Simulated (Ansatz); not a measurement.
CdSiN2 (model structure, started from the AgBiO2 type, R-3m, No. 166, 4 atoms in the cell), treated with PBE (plane waves, PAW; Ansatz, a quantum-chemistry and plane-wave program).

Settings: plane-wave cutoff 520 eV, 18×18×18 k mesh, Fermi–Dirac smearing 0.05 eV, scalar-relativistic PAW data made under PBE.

Cell (relaxed at this level):

```yaml
crystal:
  lattice:
    - [1.46829, 0.84772, 6.02437]
    - [-1.46829, 0.84772, 6.02437]
    - [0.00000, -1.69544, 6.02437]
  atoms:
    - { symbol: Cd, position: [0.50000, 0.50000, 0.50000] }
    - { symbol: Si, position: [0.00000, 0.00000, 0.00000] }
    - { symbol: N, position: [0.61485, 0.61485, 0.61485] }
    - { symbol: N, position: [0.38515, 0.38515, 0.38515] }
```

**Question.** What does this level give for the band gap, smallest direct gap on the k points sampled and direct gap at Γ?

**Answer.** 
* **band gap**: 0.08 eV (under three smearing widths, so not firm)
* **smallest direct gap on the k points sampled**: 0.55 eV
* **direct gap at Γ**: 1.26 eV

Note: the relaxation could raise the start's symmetry but not lower it, so the cell can be a saddle point.

Spin–orbit coupling is not included; it can close the smallest gap of 0.08 eV.

Computed values are for the static lattice.

A model structure was made by putting elements into a prototype or built by hand; it is no filed structure, need not be a known phase, and can be a saddle point held by its symmetry.
